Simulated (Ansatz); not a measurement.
Ansatz (a quantum-chemistry and plane-wave program) run on the (111) slab of TiSe (cut from a parent of space group no. 129; 16 atoms in the cell): self-consistent single point.

Computed with LDA (PW92), default PAW files made with PBE (plane waves; Ansatz).

```
CELL_PARAMETERS angstrom
      5.90909     0.00000     0.00000
      2.95455     6.67403     0.00000
      0.00000     0.00000    21.32840
ATOMIC_POSITIONS crystal
  Ti 0.29296 0.91408 0.31368
  Ti 0.79296 0.91408 0.31368
  Ti 0.89095 0.71810 0.43789
  Ti 0.39095 0.71810 0.43789
  Ti 0.48894 0.52212 0.56210
  Ti 0.98894 0.52212 0.56210
  Ti 0.08693 0.32615 0.68632
  Ti 0.58693 0.32615 0.68632
  Se 0.89771 0.20458 0.28131
  Se 0.18821 0.62357 0.34605
  Se 0.49570 0.00861 0.40553
  Se 0.78620 0.42760 0.47026
  Se 0.09369 0.81263 0.52974
  Se 0.38419 0.23162 0.59447
  Se 0.69167 0.61665 0.65395
  Se 0.98218 0.03564 0.71869
```

Reference input (self-consistent single point, DFT, LDA (PW92), plane waves, default PAW files made with PBE): basis.ecutwfc = 420 eV; kpoints.mp_grid.grid = 5 5 1; hamiltonian.xc = lda; hamiltonian.pseudopotentials = {kind: paw} (the program's default PAW files); scf.occupations.method = gaussian; scf.occupations.width = 0.272 eV. This run's input differs from it in these lines:

Ansatz 0.2 input:
```diff
@@ -24,3 +24,3 @@
 basis:
-  ecutwfc: 420.0 eV
+  ecutwfc: 380.0 eV
 kpoints:
```

Output, abridged:

```
SCF iter   1: F=—  HF=-62674.973172 eV  |F-HF|=—  |Δ(HF+E_count)|=         —  Δρ=5.19e-3  dr2=2.52e-1  ethr=1.77e-3  ⟨swp⟩=6.1  Hψ=4722  notcnv=0
all-band conjugate gradients solve this SCF's bands
preconditioner: auto → LDOS
SCF iter   2: F=—  HF=-62674.957140 eV  |F-HF|=—  |Δ(HF+E_count)|=   1.60e-2  Δρ=3.45e-3  dr2=1.63e-1  ethr=1.12e-4  ⟨swp⟩=2.0  Hψ=1825  notcnv=0
   [... lines left out ...]
SCF iter   6: F=—  HF=-62674.936711 eV  |F-HF|=—  |Δ(HF+E_count)|=   1.68e-5  Δρ=4.72e-5  dr2=4.61e-5  ethr=2.75e-7  ⟨swp⟩=2.0  Hψ=1509  notcnv=0
SCF iter   7: F=—  HF=-62674.936866 eV  |F-HF|=—  |Δ(HF+E_count)|=   1.55e-4  Δρ=1.03e-5  dr2=1.18e-6  ethr=2.06e-8  ⟨swp⟩=2.0  Hψ=1538  notcnv=0
SCF iter   8: F=—  HF=-62674.936866 eV  |F-HF|=—  |Δ(HF+E_count)|=   5.03e-7  Δρ=2.89e-6  dr2=1.14e-7  ethr=5.29e-10  ⟨swp⟩=2.3  Hψ=1835  notcnv=0
SCF iter   9: F=-62674.936866 eV  HF=-62674.936866 eV  |F-HF|=5.68e-10  |Δ(HF+E_count)|=   7.81e-8  Δρ=1.03e-6  dr2=1.44e-8  ethr=4.46e-11  ⟨swp⟩=10.8  Hψ=4440  notcnv=0
SCF 1 converged in 9 iterations: F = -62674.936866 eV  dr2 = 1.44e-8
Free energy (F): -62674.936866 eV
Internal energy: -62674.147330 eV  (E = F + TS)
E sigma→0 (E₀):  -62674.542098 eV
Entropy (-TS):   -0.789536 eV (-49.346 meV/atom)
Fermi energy:    1.558951 eV
--- Forces (eV/Å), atoms counted from 1 ---
  atom   1  Ti    -0.57541838     0.77854854     0.56419045
  atom   2  Ti     0.57541844     0.77854849     0.56419045
  atom   3  Ti     0.02309289     0.04528452    -0.15519688
  atom   4  Ti    -0.02309289     0.04528453    -0.15519688
  atom   5  Ti     0.02309289    -0.04528453     0.15519688
  atom   6  Ti    -0.02309289    -0.04528452     0.15519688
  atom   7  Ti    -0.57541844    -0.77854849    -0.56419045
  atom   8  Ti     0.57541838    -0.77854854    -0.56419045
   [... lines left out ...]
  atom  16  Se     0.00000007     1.84381556    -0.44888699
--- Stress (GPa, compression-positive) ---
       -3.483434       0.000000       0.000000
        0.000000      -2.988060       0.717054
        0.000000       0.717054      -2.378810
  P = ⅓ Tr σ = -2.9501 GPa (-29.501 kbar)
  The stress holds the Pulay correction. Without it, at fixed plane waves, as pw.x and ABINIT print it: P = -3.0179 GPa
```

The run converged in 9 iterations. Against the reference run the free energy goes up by 1.5 meV/atom and the largest force stays at 1.898 eV/Å.

The starting cell comes from a database of computed structures (which also holds hypothetical and non-ambient phases and stackings), without a prior relaxation at this level. The slab is cut from that crystal, and its faces are unrelaxed. Spin polarisation is off, so a magnetic state, if there is one, cannot be reached. Forces in this geometry exceed 1 eV/Å. The cutoff lies below the one recommended for these files.

Cost on one core of a shared machine: roughly 30 s.
